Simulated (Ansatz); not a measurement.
InP, response to strain

Base system: InP in the zinc blende structure (space group F-43m, No. 216; a = 5.8784 Å).

Strains are applied to the cell and any free atomic positions relax.

Level of theory: DFT with PBEsol, PAW potentials and a 420 eV plane-wave cutoff in Ansatz (a first-principles code), without spin-orbit coupling.

Notes on the quantities. energy relative to the base: free energy F; hole mass: degenerate bands, along [100].

```tsv
change	electron mass	band gap	pressure	energy relative to the base	hole mass
base	0.046 mₑ (at Γ)	0.57 eV	0.00 GPa	0 meV/atom	0.045, 0.43, 0.43 mₑ (at Γ)
isotropic strain −3.00 %	0.079 mₑ (at Γ)	1.05 eV	7.53 GPa	+48 meV/atom	0.078, 0.38, 0.38 mₑ (at Γ)
isotropic strain −2.50 %	0.073 mₑ (at Γ)	0.97 eV	6.04 GPa	+33 meV/atom	0.073, 0.39, 0.39 mₑ (at Γ)
isotropic strain −2.00 %	0.068 mₑ (at Γ)	0.89 eV	4.65 GPa	+20 meV/atom	0.068, 0.40, 0.40 mₑ (at Γ)
isotropic strain −1.50 %	0.063 mₑ (at Γ)	0.81 eV	3.36 GPa	+11 meV/atom	0.062, 0.41, 0.41 mₑ (at Γ)
isotropic strain −1.00 %	0.057 mₑ (at Γ)	0.73 eV	2.16 GPa	+4.9 meV/atom	0.057, 0.41, 0.41 mₑ (at Γ)
isotropic strain −0.50 %	0.051 mₑ (at Γ)	0.65 eV	1.04 GPa	+1.2 meV/atom	0.051, 0.42, 0.42 mₑ (at Γ)
isotropic strain +1.00 %	0.034 mₑ (at Γ)	0.41 eV	-1.86 GPa	+4.6 meV/atom	0.034, 0.45, 0.45 mₑ (at Γ)
isotropic strain +1.50 %	0.028 mₑ (at Γ)	0.33 eV	-2.69 GPa	+10 meV/atom	0.028, 0.45, 0.45 mₑ (at Γ)
isotropic strain +2.00 %	–	0.25 eV	-3.45 GPa	+18 meV/atom	–
```

Masses are band curvatures over ±0.01 Å⁻¹ around the edge. Stability against distortions was not tested. The zero or small gap of InP under isotropic strain +2.00 % can change with the level of theory.
